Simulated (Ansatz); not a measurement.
The starting structures come from a database of crystals and need not be the phases stable at ambient conditions.

 Where the default PAW files enter, the runs use the earlier of Ansatz's two default sets.

Inside the gap of an insulator the Bloch states are evanescent, with a wavenumber k + iκ along the transport direction.

Input:

```xyz
5
Lattice="4.4930 0.0000 0.0000 0.0000 7.7701 0.0000 2.2465 0.0000 3.8910" Properties=species:S:1:pos:R:3 pbc="T T T"
Ba     0.0000     0.0000     0.0000
Mg     4.4930     4.8387     2.5940
Mg     2.2465     2.9313     1.2970
As     4.4930     2.1386     2.5940
As     2.2465     5.6314     1.2970
```

Space group of this cell: P-3m1. The cell is taken as given.

Transport runs along the normal of the first two printed cell vectors, the (100) plane of the conventional cell.

The gap is the functional's own. No spin-orbit coupling. Mid-gap values are interpolated on the energy grid.

Estimate the band gap and the smallest decay constant κ at mid-gap that Ansatz (a program for electronic structure) with r2SCAN returns for this system.

Gap 1.44 eV on a 8×4×8 mesh; κ = 0.130 1/Å, at the zone centre.
